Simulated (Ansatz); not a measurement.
## Point-defect migration in alpha cristobalite

Some mobile defects of alpha cristobalite. Calculation: PBE, PAW (plane waves to 420 eV; Ansatz, a program for electronic structure).

Barriers are those of the lowest checked hop between equivalent sites, from the lowest site run (climbing-image NEB, static, fixed cells, no finite-size terms; on the finer meshes named, energies are single points at the band's geometries). One hop need not carry long-range diffusion, and untried routes could be lower. Saddle orders were checked for a part of the study's bands only and are not shown. Charge states are imposed.

```csv
Defect,Route,Hop (Å),Direction in the unit cell,Neighbours at the saddle,Cell,Barrier (eV)
"interstitial Cu, charge +1",Cu moves farthest,2.56,"(0.03, -0.50, 0.03)","O at 2.11, O at 2.26, O at 2.35, O at 2.43, O at 2.58 Å","96 sites, 2×2×2 shifted",0.20
"interstitial Li, charge +1",Li moves farthest,3.36,"(-0.50, -0.19, -0.28)","O at 1.98, O at 1.99, O at 2.28, O at 2.56 Å","96 sites, 2×2×2 shifted",0.21
"interstitial Na, charge +1",Na moves farthest,3.11,"(-0.05, 0.50, 0.25)","2 O at 2.31, O at 2.35, O at 2.39, O at 2.79; Si at 2.92, Si at 2.95, Si at 2.99 Å","96 sites, 2×2×2 shifted",0.43
```
